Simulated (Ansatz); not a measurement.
Start from Hf$_{3}$N$_{4}$ (space group R-3m, No. 166; a = 3.385 Å, c = 24.946 Å (hexagonal axes); a cell from a computed database, its experimental status unchecked).

Levels (all Ansatz, a quantum-chemistry and plane-wave program, PAW): PBEsol (420 eV, no spin-orbit coupling); PBEsol+SOC (420 eV, noncollinear with spin-orbit coupling).

The geometry is relaxed with PBEsol.

| Property | Value |
|---|---|
| PBEsol valence-band top at Γ | 0.00, -1.27, -1.27 eV |
| PBEsol lowest conduction level above the VBM at special points | F 0.98 eV; L 1.37 eV; Γ 1.42 eV; T 1.70 eV |
| PBEsol pressure | 0.00 GPa |
| PBEsol smallest direct gap | 1.42 eV |

**Question.** What does PBEsol+SOC give at this geometry for the valence-band top at Γ, lowest conduction level above the VBM at special points, pressure and smallest direct gap?

**Answer.** The valence-band top at Γ (three highest Kramers pairs, from the VBM) becomes 0.00, -1.22, -1.33 eV (PBEsol: 0.00, -1.27, -1.27 eV); the lowest conduction level above the VBM at special points becomes F 0.99 eV; L 1.37 eV; Γ 1.33 eV; T 1.60 eV (PBEsol: F 0.98 eV; L 1.37 eV; Γ 1.42 eV; T 1.70 eV); the pressure goes from zero to -0.41 GPa; the smallest direct gap drops by 0.09 eV (1.42 eV → 1.33 eV).

Single points use the geometry relaxed with PBEsol. Differences between runs with and without spin-orbit coupling are approximate. With Hf present, leaving out spin-orbit coupling can change the band edges. Stability against distortions was not tested.
